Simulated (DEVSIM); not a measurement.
System: Ru/SiO2/n-Si capacitor, at 300 K.

Layer 1 from the left is SiO2, thickness (nm) 42.0. Layer 2 from the left is Si, thickness (nm) 14000, Nd (cm⁻³) 1.7e15.

Metal gate on the left, work function 4.7 eV. Fixed charge at the semiconductor interface 1.24e11 cm⁻² (in units of +e); no interface traps.

Constants are typed, rounded textbook-type inputs, not results; the design itself was drawn at random and stands for no fabricated device. Values at 300 K.

SiO2: gap (eV) 9, affinity (eV) 0.9, permittivity 3.9. Si: gap (eV) 1.124, affinity (eV) 4.05, permittivity 11.7, Nc (cm⁻³) 2.86e19, Nv (cm⁻³) 3.1e19.

Task: Estimate by hand the flat-band voltage, the threshold voltage, and compare with a numerical solution.

Result: 
- Flat-band voltage: C = 0.0822 μF/cm², work-function difference 0.398 V; VFB = φms − qNf/C = 0.16 V; numerical 0.16 V.
- Threshold voltage: φF = 0.309 V, depletion charge √(4εqNφF) = 1.87e-8 C/cm²; VT = VFB − 2φF − Qd/C = -0.69 V; numerical -0.69 V.

Simulated with DEVSIM: 1D Poisson equation in equilibrium, Boltzmann statistics, complete ionisation; no quantum confinement or tunnelling. Metal contacts follow the ideal Schottky-Mott rule: no Fermi-level pinning, no interface dipoles.
